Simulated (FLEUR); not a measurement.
**Convergence study of the basis cutoff for GaSb (R3m, 2 atoms in the cell)**

```yaml
crystal:
  lattice:
    - [0.00000, 3.06525, 3.06525]
    - [3.06525, 0.00000, 3.06525]
    - [3.06525, 3.06525, 0.00000]
  atoms:
    - { symbol: Ga, position: [0.00471, 0.00471, 0.00471] }
    - { symbol: Sb, position: [0.25000, 0.25000, 0.25000] }
```

Level of theory: PBEsol, all-electron FLAPW (FLEUR), scalar-relativistic valence in FLEUR.

Base settings: Kmax = 4.5 1/bohr; GmaxXC = 22.5 1/bohr; xcFunctional = PBEs; jspins = 1; l_soc = F; mode = hist; fermiSmearingEnergy = 0.00073499 Htr; mesh (inpgen div1-3) = 3 3 3; inpgen gamma flag = false; Gmax = 22.5 1/bohr.

Moved along: Gmax, GmaxXC.

The second cell is the first with its lattice scaled by 0.98.

The mesh stays at the base's, so the ladder's end is converged at best in this setting alone.

Only quantities that move along the ladder and can be compared are tabulated.

Core times come from one kind of shared machine, to one figure; runs under 30 s give none.

The starting cell has typed, rounded lattice constants, without a prior relaxation at this level. Its lattice was rescaled by up to half a per cent. One atom was moved a little off its site on purpose. Values depend on the basis (sphere radii, cutoffs, local orbitals), which need not be converged. No gap is read from this output.

| Kmax | free energy less the last step's (meV/atom) | energy of the compressed cell less the first (meV/atom) | largest difference of a force vector from the last step's (eV/Å) | core time / last (rough) |
|---|---|---|---|---|
| 2.66 1/bohr | 1670.24 | 84.68 | 0.021 | 0.2 |
| 2.85 1/bohr | 1040.24 | 22.61 | 0.023 | 0.2 |
| 3.02 1/bohr | 626.67 | 19.60 | 0.016 | 0.3 |
| 3.18 1/bohr | 381.53 | 54.23 | 0.031 | 0.2 |
| 3.34 1/bohr | 241.22 | 30.55 | 0.035 | 0.3 |
| 3.49 1/bohr | 143.44 | 35.34 | 0.008 | 0.4 |
| 3.76 1/bohr | 61.25 | 31.23 | 0.003 | 0.3 |
| 4.27 1/bohr | 10.06 | 30.12 | 0.005 | 0.5 |
| 4.5 1/bohr | 3.98 | 30.39 | 0.001 | 0.6 |
| 4.93 1/bohr | 0.62 | 30.24 | 0.001 | 0.8 |
| 5.23 1/bohr | 0.00 | 30.24 | 0.000 | 1 |

Coarsest Kmax that holds the energy of the compressed cell less the first within 0.2 meV/atom of the last step, with all finer ones: 4.27 1/bohr; the step before is off by 0.99 meV/atom.

Coarsest Kmax that holds the forces within 0.01 eV/Å of the last step, with all finer ones: 3.49 1/bohr, at about 0.4 of the last step's time; the step before is off by 0.035 eV/Å.

Coarsest Kmax that holds the free energy within 5 meV/atom of the last step, with all finer ones: 4.5 1/bohr; the step before is off by 10 meV/atom.

The energy difference between the two cells stays within 1 meV/atom of the last step's from 3.76 1/bohr on, the total only from 4.93 1/bohr on: much of the error is common to both cells and cancels.
